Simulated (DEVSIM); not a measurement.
System: isotype n-n heterojunction Al0.1Ga0.9As/GaAs, at 300 K.

Layer 1 from the left is Al0.1Ga0.9As, thickness (μm) 0.240, Nd (cm⁻³) 2.7e16, τn (s) 1.3e-8, τp (s) 1.3e-8. Layer 2 from the left is GaAs, thickness (μm) 0.910, Nd (cm⁻³) 6.9e16, τn (s) 1.3e-8, τp (s) 1.3e-8.

Left contact: ohmic. Right contact: ohmic. Voltage is applied to the left contact. Recombination: SRH at mid-gap. Mobility is μmin + (μ − μmin)/(1 + (N/Nref)^α).

Constants are typed, rounded textbook-type inputs, not results; the design itself was drawn at random and stands for no fabricated device. Values at 300 K.

Al0.1Ga0.9As: gap (eV) 1.5487, affinity (eV) 3.991, permittivity 12.62, Nc (cm⁻³) 5.17e17, Nv (cm⁻³) 9e18, μn (cm²/Vs) 6520, μp (cm²/Vs) 317, μn,min 500, μp,min 20, Nref,n 6e16, Nref,p 1.5e17, αn 0.39, αp 0.38. GaAs: gap (eV) 1.424, affinity (eV) 4.07, permittivity 12.9, Nc (cm⁻³) 4.7e17, Nv (cm⁻³) 9e18, μn (cm²/Vs) 8500, μp (cm²/Vs) 400, μn,min 500, μp,min 20, Nref,n 6e16, Nref,p 1.5e17, αn 0.39, αp 0.38.

DEVSIM, 1D drift-diffusion, Boltzmann statistics, complete ionisation; no tunnelling, impact ionisation, image-force lowering or self-heating. Band offsets follow the typed affinities; no thermionic-emission limit at abrupt steps, no polarisation charge.

What does the simulation give for the potential step across the device at zero bias?

potential step across the device at zero bias 0.052 V.
